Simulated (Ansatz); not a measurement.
SrTaNO2 (model structure, Pbcm, No. 57, 20 atoms in the cell) was calculated with LDA (Ansatz, a first-principles code, plane waves, PAW).

Numerical settings: plane-wave cutoff 520 eV, 6×6×4 k mesh (along the axes of the cell as run), Fermi–Dirac smearing 0.01 eV, scalar-relativistic PAW data made under PBE.

Cell (relaxed at this level):

Space group Pbcm (No. 57); a = 5.6818 Å, b = 5.6458 Å, c = 7.8995 Å, α = β = γ = 90.00°

| atom | site | symmetry | x | y | z |
|---|---|---|---|---|---|
| Sr | 4c | 2.. | 0.7390 | 0.2500 | 0.0000 |
| Ta | 4d | ..m | 0.2374 | 0.2563 | 0.2500 |
| O | 4d | ..m | 0.5369 | 0.4565 | 0.2500 |
| O | 4c | 2.. | 0.2759 | 0.2500 | 0.0000 |
| N | 4d | ..m | 0.0258 | 0.5218 | 0.2500 |

Task: What does this level give for the band gap?

Result: 
band gap: 0.75 eV (on the SCF k mesh)

Note: the relaxation could raise the start's symmetry but not lower it, so the cell can be a saddle point.

Spin–orbit coupling is not included.

A model structure was made by putting elements into a prototype or built by hand; it is no filed structure, need not be a known phase, and can be a saddle point held by its symmetry.
